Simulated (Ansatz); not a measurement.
## Ti (P6_3/mmc): band-structure transport figures

```
Ti
1.0
    2.91157     0.00000     0.00000
   -1.45579     2.52150     0.00000
    0.00000     0.00000     4.53279
Ti
2
Cartesian
  0.00000   1.68100   1.13320
  1.45579   0.84050   3.39959
```

Method: PBEsol, rigid bands (plane waves, PAW, scalar-relativistic; Ansatz, an electronic-structure program). Condition of this run: uniaxial stress zz = 2 GPa (compression positive) (the target of the relaxation). Geometry: cell and atoms relaxed with PBEsol, then loaded as said.

The density of states at the Fermi level comes out as 1.80 states/(eV·cell), both spins and the bare Sommerfeld coefficient is 2.1 mJ/(mol of atoms·K²). The drude plasma energy is 4.0 eV and the root-mean-square Fermi velocity is 3.4e5 m/s. The resistivity times τ comes out as 30 (x), 30 (y), 31 (z) ×10⁻²² Ω·m·s.

A metal at this level (no band gap); rigid bands, thermally averaged at 300 K, both spins. Spin-orbit coupling is left out. τ is one relaxation time for all states.
